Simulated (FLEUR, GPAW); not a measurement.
A FLEUR input for a self-consistent single point of Nb2AsC (P6_3/mmc, 8 atoms in the cell) (DFT, PBEsol, all-electron FLAPW (FLEUR), scalar-relativistic valence):

Input of the input generator:

```
Nb2AsC
&input film=f /
6.2839930870 0.0000000285 0.0000000000
-3.1419965681 5.4420976363 0.0000000000
0.0000000000 0.0000000000 22.3339285149
1.0
1.0 1.0 1.0

8
41 0.3333333333 0.6666666667 0.4053300000
41 0.6666666667 0.3333333333 0.5946700000
41 0.6666666667 0.3333333333 0.9053300000
41 0.3333333333 0.6666666667 0.0946700000
33 0.6666666667 0.3333333333 0.2500000000
33 0.3333333333 0.6666666667 0.7500000000
6 0.0000000000 0.0000000000 0.5000000000
6 0.0000000000 0.0000000000 0.0000000000

&comp jspins=1 /
&exco xctyp='PBEs' /
&kpt div1=8 div2=8 div3=2 gamma=t /
&end /
```

```xml
<?xml version="1.0" encoding="UTF-8" standalone="no"?>
<fleurInput fleurInputVersion="0.39">
   <comment>
      Nb2AsC                                                                                              
   </comment>
   <calculationSetup>
      <cutoffs Kmax="4.3" Gmax="17.2" GmaxXC="17.2" numbands="0"/>
      <scfLoop itmax="60" minDistance="0.00001" maxIterBroyd="99" imix="Anderson" alpha="0.05" precondParam="0.0" spinf="2.0"/>
      <coreElectrons ctail="T" frcor="F" kcrel="0" coretail_lmax="0"/>
      <xcFunctional name="PBEs" relativisticCorrections="F"/>
      <magnetism jspins="1"/>
      <soc l_soc="F" theta="0.0" phi="0.0" spav="F"/>
      <expertModes spex="0" secvar="F"/>
      <geometryOptimization l_f="T" forcealpha="1.0" forcemix="BFGS" epsdisp="0.00001" epsforce="0.00001"/>
      <ldaU l_linMix="F" mixParam="0.05" spinf="1.0"/>
   </calculationSetup>
   <cell>
      <bzIntegration valenceElectrons="90.0" mode="hist" fermiSmearingEnergy="0.00367493">
         <kPointListSelection listName="default-1"/>
         <!-- k-points included here -->
         <xi:include xmlns:xi="http://www.w3.org/2001/XInclude" href="kpts.xml"> </xi:include>
      </bzIntegration>
      <!-- symmetry operations included here -->
      <xi:include xmlns:xi="http://www.w3.org/2001/XInclude" href="sym.xml"> </xi:include>
      <bulkLattice scale="1.0">
         <bravaisMatrix>
            <row-1>    6.2839930869999998     0.0000000285000000     0.0000000000000000</row-1>
            <row-2>   -3.1419965681000002     5.4420976362999998     0.0000000000000000</row-2>
            <row-3>    0.0000000000000000     0.0000000000000000    22.3339285148999984</row-3>
         </bravaisMatrix>
      </bulkLattice>
   </cell>
   <atomSpecies>
      <species name="Niobium (Nb)" element="Nb" atomicNumber="41">
         <mtSphere radius="2.51" gridPoints="867" logIncrement="0.015"/>
         <atomicCutoffs lmax="10" lnonsphr="8"/>
         <electronConfig flipSpins="F">
            <coreConfig>(1s1/2) (2s1/2) (2p1/2) (2p3/2) (3s1/2) (3p1/2) (3p3/2) (3d3/2) (3d5/2)</coreConfig>
            <valenceConfig>(4s1/2) (4p1/2) (4p3/2) (5s1/2) (4d3/2) (4d5/2)</valenceConfig>
            <stateOccupation state="(5s1/2)" spinUp="0.5" spinDown="0.5"/>
            <stateOccupation state="(4d3/2)" spinUp="0.8" spinDown="0.8"/>
            <stateOccupation state="(4d5/2)" spinUp="1.2" spinDown="1.2"/>
         </electronConfig>
         <energyParameters s="5" p="5" d="4" f="4"/>
         <lo type="SCLO" l="0" n="4" eDeriv="0"/>
         <lo type="SCLO" l="1" n="4" eDeriv="0"/>
      </species>
      <species name="Arsenic (As)" element="As" atomicNumber="33">
         <mtSphere radius="2.18" gridPoints="753" logIncrement="0.016"/>
         <atomicCutoffs lmax="8" lnonsphr="6"/>
         <electronConfig flipSpins="F">
            <coreConfig>(1s1/2) (2s1/2) (2p1/2) (2p3/2) (3s1/2) (3p1/2) (3p3/2)</coreConfig>
            <valenceConfig>(4s1/2) (3d3/2) (3d5/2) (4p1/2) (4p3/2)</valenceConfig>
            <stateOccupation state="(4p1/2)" spinUp="0.5" spinDown="0.5"/>
            <stateOccupation state="(4p3/2)" spinUp="1.0" spinDown="1.0"/>
         </electronConfig>
         <energyParameters s="4" p="4" d="3" f="4"/>
         <lo type="HELO" l="2" n="4" eDeriv="0"/>
      </species>
      <species name="Carbon (C)" element="C" atomicNumber="6">
         <mtSphere radius="1.42" gridPoints="489" logIncrement="0.021"/>
         <atomicCutoffs lmax="6" lnonsphr="4"/>
         <electronConfig flipSpins="F">
            <coreConfig>(1s1/2)</coreConfig>
            <valenceConfig>(2s1/2) (2p1/2) (2p3/2)</valenceConfig>
            <stateOccupation state="(2p1/2)" spinUp="0.3333333333333" spinDown="0.3333333333333"/>
            <stateOccupation state="(2p3/2)" spinUp="0.6666666666667" spinDown="0.6666666666667"/>
         </electronConfig>
         <energyParameters s="2" p="2" d="3" f="4"/>
      </species>
   </atomSpecies>
   <atomGroups>
      <atomGroup species="Niobium (Nb)">
         <relPos label="                   1">1.000/3.000 -1.000/3.000 .4053300000</relPos>
         <relPos label="                   2">-1.000/3.000 1.000/3.000 -.4053300000</relPos>
         <relPos label="                   3">-1.000/3.000 1.000/3.000 -.0946700000</relPos>
         <relPos label="                   4">1.000/3.000 -1.000/3.000 .0946700000</relPos>
         <force calculate="T" relaxXYZ="TTT"/>
      </atomGroup>
      <atomGroup species="Arsenic (As)">
         <relPos label="                   5">-1.000/3.000 1.000/3.000 1.000/4.000</relPos>
         <relPos label="                   6">1.000/3.000 -1.000/3.000 -1.000/4.000</relPos>
         <force calculate="T" relaxXYZ="TTT"/>
      </atomGroup>
      <atomGroup species="Carbon (C)">
         <relPos label="                   7">.0000000000 .0000000000 1.000/2.000</relPos>
         <relPos label="                   8">.0000000000 .0000000000 .0000000000</relPos>
         <force calculate="T" relaxXYZ="TTT"/>
      </atomGroup>
   </atomGroups>
   <output dos="F" band="F" slice="F">
      <checks vchk="F" cdinf="F"/>
      <bandDOS minEnergy="-.5*Htr" maxEnergy="0.5*Htr" sigma="0.015" storeEVData="T"/>
      <vacuumDOS vacdos="F" integ="F" star="F" nstars="0" locx1="0.0" locy1="0.0" locx2="0.0" locy2="0.0" nstm="0" tworkf="0.0"/>
      <unfoldingBand unfoldBand="F" supercellX="1" supercellY="1" supercellZ="1"/>
      <plotting iplot="0" polar="F">
         <plot TwoD="T" vec1="  1.0  0.0  0.0" vec2="  0.0  1.0  0.0" vec3="  0.0  0.0  1.0" zero="  0.0  0.0  0.0" file="plot"/>
      </plotting>
      <chargeDensitySlicing numkpt="0" minEigenval="0.0" maxEigenval="0.0" nnne="0" pallst="F"/>
      <specialOutput eonly="F"/>
      <magneticCircularDichroism mcd="F" energyLo="-10.0" energyUp="0.0"/>
   </output>
  <!-- We include the file relax.xml here to enable relaxations (see documentation) -->
  <xi:include xmlns:xi="http://www.w3.org/2001/XInclude" href="relax.xml"> <xi:fallback/> </xi:include>
</fleurInput>
```

Q: Give the GPAW input for the same structure, mesh, smearing and functional.

A: This is the input that was run; spellings and numerical settings could be chosen otherwise.

```python
from ase import Atoms
from ase.units import GPa
from gpaw import GPAW, PW, FermiDirac

atoms = Atoms(['Nb', 'Nb', 'Nb', 'Nb', 'As', 'As', 'C', 'C'],
              cell=[[3.325346, 0.000000, 0.000000],
                    [-1.662673, 2.879834, 0.000000],
                    [0.000000, 0.000000, 11.818606]],
              positions=[[-0.000002, 1.919890, 4.790436],
                         [1.662675, 0.959944, 7.028170],
                         [1.662675, 0.959944, 10.699739],
                         [-0.000002, 1.919890, 1.118867],
                         [1.662675, 0.959944, 2.954652],
                         [-0.000002, 1.919890, 8.863955],
                         [0.000000, 0.000000, 5.909303],
                         [0.000000, 0.000000, 0.000000]],
              pbc=True)

calc = GPAW(mode=PW(950),
            xc='PBEsol',
            kpts={'size': (8, 8, 2), 'gamma': True},
            occupations=FermiDirac(0.1),
            nbands=-14,
            convergence={'forces': 0.001},
            symmetry={'symmorphic': False, 'tolerance': 0.0005},
            maxiter=100,
            txt='-')

atoms.calc = calc

energy = atoms.get_potential_energy()
print('Energy (eV):', round(energy, 6))
forces = atoms.get_forces()
print('Forces (eV/Ang):')
print(forces.round(5))
stress = atoms.get_stress()
print('Stress (GPa, Voigt):', (stress / GPa).round(4))
```

Basis settings and potentials, where a program has them, do not carry over. This input uses DFT PBEsol, plane waves, GPAW PAW datasets PBEsol (made by gpaw-setup).

The starting cell comes from a database of computed structures (which also holds hypothetical and non-ambient phases and stackings), without a prior relaxation at this level. Its lattice was rescaled by a random factor within 2.5 % of one.
